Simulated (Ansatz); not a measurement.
# Bulk modulus B0 of ZnSnN₂ (model structure, started from the alpha NaFeO2 type, R-3m, No. 166, 4 atoms in the cell) at several levels of theory

No measured value is used here.

| level (code) | value (GPa) | cell (Å³/atom) |
|---|---|---|
| LDA (Ansatz) | 197 | 10.83 |
| PBEsol (Ansatz) | 183 | 11.13 |
| r²SCAN (Ansatz) | 189 | 11.19 |

LDA, PBEsol, r²SCAN: the bulk modulus is −V dP/dV from two relaxed cells at ±2 % in volume. Each level is taken at its own relaxed cell. Cutoffs differ between the levels. Ansatz's density-functional and Hartree–Fock values are scalar-relativistic unless marked +SOC, with PAW data made under PBE.

A model structure was made by putting elements into a prototype or built by hand; it is no filed structure, need not be a known phase, and can be a saddle point held by its symmetry.

Ansatz is a quantum-chemistry and plane-wave program.
